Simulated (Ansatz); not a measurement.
For Y2Ge (model structure, started from the Cu2Sb type, P4/nmm, No. 129, 6 atoms in the cell), PBEsol (PAW; Ansatz, a first-principles code) gives:

```
Property                    Result
------------------  --------------
lattice constant a         4.302 Å
c axis length              8.017 Å
formation enthalpy  -0.684 eV/atom
```

Task: What does PBE-D3(BJ) (plane waves, PAW; Ansatz) give for the same quantities?

Result: 
- lattice constant a: 4.310 Å (rises by 0.2 %)
- lattice parameter c: 8.028 Å (rises by 0.1 %)
- formation enthalpy: -0.691 eV/atom (moves by -0.007 eV/atom)

Changes are worked out from the printed values.

Unless a cell is named, each level is at its own relaxed cell (PBEsol 24.73, PBE-D3(BJ) 24.86 Å³/atom).

Ansatz's density-functional and Hartree–Fock values are scalar-relativistic unless marked +SOC, with PAW data made under PBE.

A model structure was made by putting elements into a prototype or built by hand; it is no filed structure, need not be a known phase, and can be a saddle point held by its symmetry.
